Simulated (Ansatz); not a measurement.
The reference is MgS in the rock salt structure (space group Fm-3m, No. 225; a = 5.182 Å).

All numbers come from Ansatz (a quantum-chemistry and plane-wave program) PBEsol, no SOC.

Before the change:

```
Item                             Value
-----------------------------  -------
Band gap                       2.73 eV
Shortest interatomic distance  2.591 Å
Smallest direct gap            3.69 eV
```

Modification: hydrostatic tension (pressure −2 GPa).

How does this affect the band gap, shortest interatomic distance and smallest direct gap?

The band gap falls by 0.054 eV to 2.67 eV; the shortest interatomic distance goes up by 0.023 Å (2.591 Å → 2.614 Å); the smallest direct gap shrinks by 0.21 eV (3.69 eV → 3.48 eV).

Load acts through the strain it causes; cell and atoms are relaxed under it. Stability against distortions was not tested.
